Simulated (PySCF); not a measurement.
PySCF 2.14.0, TPSSH/def2-svp, df: Zr(F)3(OtBu) (CC(C)(C)[O][Zr]([F])([F])[F]), 18 atoms. The geometry is a generated start, not checked to be a minimum at this level.

```
Item                                                Result
-------------------------  -------------------------------
task                                                energy
method                                               tpssh
basis                                             def2-svp
two-electron scheme                        density fitting
mol.max_memory                                     3000 MB
mf.max_cycle                                           100
mf.init_guess                              minao (default)
mf.conv_tol                                1e-09 (default)
mf.grids.level                                 3 (default)
effective core potentials  those of the basis set, past Kr
basis functions                                        188
grid points                                         224008
```

```xyz
18

Zr    -1.0704     0.8198     1.8026
F     -0.9715     2.5277     1.0605
F     -0.6669     1.0158     3.6122
F     -2.8014     0.1507     1.5947
O      0.1483    -0.4436     1.2026
C      0.3432    -0.3487    -0.1877
C      1.3215     0.8144    -0.4550
C      0.9207    -1.6779    -0.6966
C     -1.0238    -0.0773    -0.8759
H      1.6324     0.8364    -1.4985
H      2.2036     0.6736     0.1758
H      0.8519     1.7708    -0.1927
H      1.8592    -1.8818    -0.1859
H      1.0960    -1.6459    -1.7694
H      0.2246    -2.4812    -0.4665
H     -1.4132     0.9239    -0.6110
H     -1.7390    -0.8446    -0.5499
H     -0.9152    -0.1321    -1.9592
```

Charge 0 and multiplicity 1 are set for this test and not shown to be the ground state.

With the defaults (mf.DIIS = CDIIS, mf.diis = true, mf.diis_damp = 0, mf.diis_space = 8, mf.damp = 0, mf.diis_start_cycle = 1, mf.level_shift = 0) it converges in 14 Fock builds. One run each on 2 threads, 1 BLAS thread, with these changes:
- mf.level_shift = 1 Hartree
- mf.diis = false
- mf.diis_damp = 0.3
- mf.DIIS = ADIIS
- mf.level_shift = 0.1 Hartree
- mf.diis = false, mf.damp = 0.7, mf.diis_start_cycle = 999
- mf.DIIS = EDIIS
- mf.damp = 0.3, mf.diis_start_cycle = 4
- mf.diis_space = 5

### Question
Which of these changes keep the SCF from converging, or lead it to another solution?

### Answer
No convergence: mf.DIIS = EDIIS; mf.diis = false (the run ends without SCF convergence in 100 cycles). The rest reach the solution of the defaults.

```csv
setting,Fock builds,end
mf.diis_damp = 0.3,13,same solution
the defaults,14,same solution
mf.diis_space = 5,14,same solution
mf.level_shift = 0.1 Hartree,14,same solution
"mf.damp = 0.3, mf.diis_start_cycle = 4",16,same solution
mf.DIIS = ADIIS,21,same solution
"mf.diis = false, mf.damp = 0.7, mf.diis_start_cycle = 999",28,same solution
mf.level_shift = 1 Hartree,34,same solution
mf.DIIS = EDIIS,101,no convergence
mf.diis = false,101,no convergence
```
